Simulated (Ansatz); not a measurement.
An Ansatz (a program for electronic structure) run: WSi2 with a change (uniaxial strain ε_zz = −2.50 %); PBEsol (Ansatz; PAW; 420 eV plane waves; spin-orbit coupling left out).

Input:

Ansatz 0.2 input:
```yaml
crystal:
  lattice:
    - [-1.6011862442, 1.6011862442, 3.8111293554]
    - [1.6011862442, -1.6011862442, 3.8111293554]
    - [1.6011862442, 1.6011862442, -3.8111293554]
  atoms:
    - { symbol: Si, position: [0.6655246743, 0.6655246743, 0] }
    - { symbol: Si, position: [0.3344753257, 0.3344753257, 0] }
    - { symbol: W, position: [0, 0, 0] }
basis: { ecutwfc: 420, ecutrho_ratio: 4, xc_grid: 2, fft_grid_basis: typed }
kpoints: { mp_grid: { grid: [25, 25, 25] } }
hamiltonian:
  xc: pbesol
  dispersion: none
  pseudopotentials: { kind: paw }
scf: { occupations: { method: fermi_dirac, width: 0.1 }, convergence: { dr2_threshold: 0.0000000003 } }
relax: { f_tol: 0.005, max_steps: 50 }
output: { forces: true, stress: true }
checkpoint: { write: state.ck, write_every: 1000 }
```

Output (explanatory and most iteration lines left out):

```
Relaxation: its limit of steps is 50 (relax.max_steps)
Pseudopotential: Si, paw, valence charge 4
Pseudopotential: W, paw, valence charge 14
Crystal: 3 atoms, lattice volume = 39.084 Å³
Basis set: ecut = 420 eV, 761 PW (Γ), exchange–correlation on 60×60×60 points (8 copies of the dense FFT grid, shifted against one another)
Bands: 15, of which v1, the nominal top of the filled ones, is band 11 counted from 1 (10 counted from 0)
Symmetry: 16 space group operations
Space group: I4/mmm (ITA 139), of the structure as read, at distance tolerance 3.4e-5 Å
k-points: 1183 of 15625
Functional: x = pbesol(κ = 0.804, μ = 0.12345679012345678), c = pbesol(β = 0.046)
SCF iter   1: F=—  HF=-11500.854474 eV  |F-HF|=—  |Δ(HF+E_count)|=         —  Δρ=4.38e-3  dr2=5.04e-3  ethr=1.77e-3  ⟨swp⟩=5.0  Hψ=102649  notcnv=0
SCF iter   2: F=—  HF=-11500.853804 eV  |F-HF|=—  |Δ(HF+E_count)|=   6.70e-4  Δρ=2.35e-3  dr2=1.05e-3  ethr=2.29e-5  ⟨swp⟩=1.0  Hψ=27213  notcnv=0
SCF 1 converged in 7 iterations: F = -11500.853698 eV  dr2 = 9.19e-12
relax step   1: F+E_penalty+E_count = -11500.85369797 eV  Δ(F+E_penalty+E_count) = +0.000e0 eV  max|allowed force component| = 5.964e-2 eV/Å  Δτ_max = 0.0000 Å  (7 SCF iters, accepted)
Crystal: 3 atoms, lattice volume = 39.084 Å³
SCF iter   1: F=—  HF=-11500.853846 eV  |F-HF|=—  |Δ(HF+E_count)|=         —  Δρ=1.68e-4  dr2=1.96e-5  ethr=8.74e-8  ⟨swp⟩=2.0  Hψ=69933  notcnv=0
SCF iter   2: F=—  HF=-11500.853841 eV  |F-HF|=—  |Δ(HF+E_count)|=   4.72e-6  Δρ=9.84e-5  dr2=6.97e-6  ethr=8.74e-8  ⟨swp⟩=1.0  Hψ=17745  notcnv=0
SCF 2 converged in 5 iterations: F = -11500.853839 eV  dr2 = 9.75e-11
relax step   2: F+E_penalty+E_count = -11500.85383893 eV  Δ(F+E_penalty+E_count) = -1.410e-4 eV  max|allowed force component| = 9.437e-3 eV/Å  Δτ_max = 0.0020 Å  (5 SCF iters, accepted)
Crystal: 3 atoms, lattice volume = 39.084 Å³
SCF iter   1: F=—  HF=-11500.853843 eV  |F-HF|=—  |Δ(HF+E_count)|=         —  Δρ=3.18e-5  dr2=7.08e-7  ethr=3.16e-8  ⟨swp⟩=2.2  Hψ=45203  notcnv=0
SCF iter   2: F=—  HF=-11500.853843 eV  |F-HF|=—  |Δ(HF+E_count)|=   1.29e-7  Δρ=1.84e-5  dr2=2.45e-7  ethr=3.22e-9  ⟨swp⟩=1.0  Hψ=27209  notcnv=0
SCF 3 converged in 4 iterations: F = -11500.853843 eV  dr2 = 1.30e-10
relax step   3: F+E_penalty+E_count = -11500.85384256 eV  Δ(F+E_penalty+E_count) = -3.629e-6 eV  max|allowed force component| = 8.263e-6 eV/Å  Δτ_max = 0.0004 Å  (4 SCF iters, accepted)
SCF converged after 4 iterations
Free energy (F): -11500.853843 eV
Internal energy: -11500.844884 eV  (E = F + TS)
E sigma→0 (E₀):  -11500.849363 eV
Entropy (-TS):   -0.008959 eV (-2.986 meV/atom)
Fermi energy:    17.235729 eV
--- Forces (eV/Å), atoms counted from 1 ---
  atom   1  Si    -0.00000000    -0.00000000     0.00000826
  atom   2  Si    -0.00000000    -0.00000000    -0.00000826
  atom   3  W      0.00000000     0.00000000    -0.00000000
--- Stress (GPa, compression-positive) ---
        2.696716      -0.000000      -0.000000
       -0.000000       2.696716      -0.000000
        0.000000       0.000000      15.599666
  P = ⅓ Tr σ = 6.9977 GPa (69.977 kbar)
--- Relaxed structure (3 steps of the walk, 3 accepted, 0 SCFs on fresh bases) ---
  atoms:
    - { symbol: Si, position: [0.6658429751464485, 0.6658429751464485, 7.517590284092338e-36] }
    - { symbol: Si, position: [0.3341570248535514, 0.3341570248535514, 5.638192713069255e-36] }
    - { symbol: W, position: [-5.559884480943293e-36, -7.595898516218302e-36, -1.3155782997161594e-35] }
```

No phonon test of stability was made. The final runs are not spin-polarised. The cell was made from WSi2 (space group I4/mmm, No. 139) by this change: uniaxial strain ε_zz = −2.50 %.
